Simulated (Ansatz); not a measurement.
# PdIn (model structure, within 0.1 Å of Pm-3m, No. 221, 2 atoms in the cell): properties by level of theory

```tsv
level (code)	bulk modulus B0 (GPa)	cohesive energy (eV/atom)
LDA (Ansatz)	151	4.61
PBEsol (Ansatz)	137	4.12
r²SCAN (Ansatz)	133	3.81
```

Caveats: the bulk modulus is −V dP/dV from two relaxed cells at ±2 % in volume (LDA, PBEsol, r²SCAN). Ansatz's density-functional and Hartree–Fock values are scalar-relativistic unless marked +SOC, with PAW data made under PBE.

The crystal itself was run without spin with LDA, PBEsol, r²SCAN; a magnetic state was not tried in these runs.

Unless a cell is named, each level is at its own relaxed cell (LDA 16.61, PBEsol 17.12, r²SCAN 17.44 Å³/atom).

Free atoms are spin-polarised, in the lowest state found; at levels without +SOC their spin–orbit coupling is left out.

A model structure was made by putting elements into a prototype or built by hand; here it ended with the formula and space group of a phase in our tables.

Ansatz is a first-principles code.
